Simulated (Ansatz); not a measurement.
Mg vacancy + N interstitial (rock-salt MgO host)

All values below come from PBE, PAW (plane waves to 420 eV; Ansatz, a program for electronic structure). Cell: 64 sites, 2×2×2 repeats of a cell of 8 atoms; final energies on a 2×2×2 shifted mesh. Sites at the start: the Mg site; off centre in the vacancy. Energies of charged states are corrected for periodic images (point charge plus alignment at distant sites). Dielectric constants: PBE linear response of the host. Host gap at this level: 4.46 eV. Finite-size and sampling errors can reach tenths of an eV here. Levels are measured in PBE's own, too narrow, gap. Spin–orbit coupling is left out. Each state is the lowest found from its start.

The name describes the start; the neighbours show where the atoms ended.

Charges with a result: +1, 0, −1. Others weren't obtained, and one of them could lie lower, also by skipping a charge.

| charge | moment (μB) | point group | largest move off a lattice site (Å) | neighbours of the last N atom of the defect at the end (Å) | image correction with alignment (eV) | above the lowest spin state (eV) |
|---|---|---|---|---|---|---|
| +1 | not spin-polarised | C2v | 0.43 | O 1.35, O 1.35, O 2.30, O 2.30, Mg 2.63, O 2.67, O 2.67 | 0.07 | 0.00 |
| 0 | 1.0 | C2v | 0.32 | O 1.46, O 1.46, O 2.40, O 2.40, Mg 2.57 | 0.00 | 0.00 |
| −1 | 2.0 | Cs | 0.41 | O 1.32, Mg 2.21, Mg 2.21, O 2.47, O 2.47 | 0.31 | 0.00 |
| −1 | not spin-polarised | Cs | 0.18 | O 1.42, O 2.19, O 2.19, Mg 2.22, Mg 2.22, Mg 2.57 | 0.32 | 0.84 |

Point groups are those of the whole cell at tolerances of 0.03 and 0.1 Å ("near" where only the looser one holds); none is given for unsettled states.

Transition levels above the valence-band maximum: ε(+1/0) = 1.44 eV; ε(0/−1) = 1.90 eV. On the lower envelope of the bound states, inside the gap: (+1/0) at 1.44 eV; (0/−1) at 1.90 eV.

Flagged in the runs: a strain field that reaches the edge of the cell.
